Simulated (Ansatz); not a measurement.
Density of states of BN (Fmm2) above the conduction band minimum, r2SCAN+D4, rigid bands run with Ansatz (an electronic-structure program); cell volume 18.0 Å³.

```csv
energy from edge (eV),10⁻³ states/eV/cell
0.006,5.13
0.031,12.9
0.056,17.7
0.081,21.5
0.106,25.0
0.131,28.2
0.156,31.2
0.181,34.1
0.206,37.0
0.231,39.8
0.256,42.6
0.281,45.3
0.319,49.5
0.344,52.8
0.369,55.8
0.394,58.9
0.419,62.3
0.444,65.6
0.469,69.2
0.494,73.3
0.519,77.5
0.544,82.1
0.569,87.2
0.594,92.6
```

**Question.** What effective density of states at 300 K does this give (∫ g(E) exp(−E/k_BT) dE, both spins, divided by the cell's size)?

**Answer.** 1.5e19 cm⁻³, a density-of-states mass of 0.71 mₑ, valleys and band degeneracy included.

Spin-orbit coupling is left out. Geometry: cell and atoms relaxed with r2SCAN+D4.

Computed structure with no diffraction record at hand here (it may be known, metastable or hypothetical): BN (Fmm2).
